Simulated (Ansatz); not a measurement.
Start from ZrO₂ (space group P2_1/c, No. 14).

```xyz
12
Lattice="5.1899 0.0000 0.0000 0.0000 5.2419 0.0000 -0.9047 0.0000 5.3018" Properties=species:S:1:pos:R:3 pbc="T T T"
Zr     1.2412     0.2295     1.1135
Zr     3.4964     2.8505     1.5374
Zr     3.0440     5.0123     4.1883
Zr     0.7888     2.3914     3.7644
O      0.0205     1.7104     1.8559
O      4.7170     4.3314     0.7950
O      4.2647     3.5315     3.4460
O     -0.4318     0.9105     4.5068
O      1.9104     3.9667     2.5211
O      2.8271     1.3458     0.1298
O      2.3748     1.2751     2.7807
O      1.4581     3.8961     5.1720
```

Cartesian axes are those of the cell as printed.

Method: PBE (Ansatz, a program for electronic structure), no spin-orbit coupling.

Base values:

```
Item                                   Value
---------------------  ---------------------
Volume per atom                     12.02 Å³
Valence-band top at Γ  0.00, -0.19, -0.55 eV
```

Modification: uniaxial stress, 2 GPa compression along z; all other stress components relax to zero.

Q: What does the calculation give for the energy relative to the base after the change?

A: The energy rises by 0.8 meV/atom.

Q: What happens to the volume per atom?

A: The volume per atom shrinks by 0.06 Å³ to 11.96 Å³.

Q: Predict the new valence-band top at Γ.

A: The valence-band top at Γ (three highest levels, from the VBM) goes from 0.00, -0.19, -0.55 eV to 0.00, -0.21, -0.55 eV.

The levels and masses belong to the bands next to the band gap. Load acts through the strain it causes; cell and atoms are relaxed under it. Stability under load was not tested beyond the relaxation.
